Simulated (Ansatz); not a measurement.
## Short convergence ladders for K₂Pd (P4/mmm, 3 atoms in the cell)

```xyz
3
Lattice="5.6841 0.0000 0.0000 0.0000 5.6841 0.0000 0.0000 0.0000 3.6763" Properties=species:S:1:pos:R:3 pbc="T T T"
K      0.0000     2.8420     1.8382
K      2.8420     0.0000     1.8382
Pd     0.0000     0.0000     0.0000
```

Base method: LDA (PW92), default PAW files made with PBE (plane waves; Ansatz, a first-principles code).

Base settings: basis.ecutwfc = 420 eV; kpoints.mp_grid.grid = 6 6 9; hamiltonian.xc = lda; hamiltonian.pseudopotentials = {kind: paw} (the program's default PAW files); scf.occupations.method = fermi_dirac; scf.occupations.width = 0.1 eV.

The count of work is k-points × plane waves × bands × iterations; it is no time. Core times come from one kind of shared machine, to one figure; runs under 30 s give none.

**Zone-centre phonons against the mesh**

In this ladder: phonons.method = dfpt.

Frequencies are those of the unrelaxed cell, without the LO-TO term of polar crystals.

Only quantities that move along the ladder and can be compared are tabulated.

| kpoints.mp_grid.grid | highest zone-centre frequency (cm⁻¹) | core time / last (rough) |
|---|---|---|
| 2 2 3 | 97.6 | – |
| 3 3 5 | 97.5 | – |
| 5 5 7 | 99.1 | 0.04 |
| 7 7 11 | 99.0 | 0.08 |
| 11 11 16 | 98.9 | 0.5 |
| 13 13 20 | 98.8 | 1 |

Coarsest kpoints.mp_grid.grid that holds the highest zone-centre frequency within 1 cm⁻¹ of the last step, with all finer ones: 5 5 7, at about 0.04 of the last step's time; the step before is off by 1.3 cm⁻¹.

**The size of a vacancy's supercell**

On K2Pd (P4/mmm, 6 atoms in the cell), and larger cells.

Steps: 2 x 1 x 1 supercell, one K atom taken out, nothing relaxed; 2 x 2 x 1 supercell, one K atom taken out, nothing relaxed; and so on, with the mesh thinned in proportion.

Only quantities that move along the ladder and can be compared are tabulated.

| atoms | energy of the cell with the vacancy less the whole one (holds the removed atom on the program's zero: only its change counts) (eV) | count of work / last |
|---|---|---|
| 6 | 1497.880 | 0.25 |
| 12 | 1497.706 | 0.42 |
| 24 | 1497.589 | 1.0 |

Smallest size that holds the energy of the cell with the vacancy less the whole one (holds the removed atom on the program's zero: only its change counts) within 0.1 eV: not settled: the last two steps still differ by 0.12 eV, over half the tolerance, so the ladder does not show it.

On the base run: the starting cell comes from a database of computed structures (which also holds hypothetical and non-ambient phases and stackings), without a prior relaxation at this level. Its lattice was rescaled by up to half a per cent. Spin polarisation is off.

Left out of this page: 1 run of the series stopped by limits of time or memory; 1 run of the series outside the window shown, repeating another row's setting, or not comparable.

Keys are those of Ansatz 0.2.
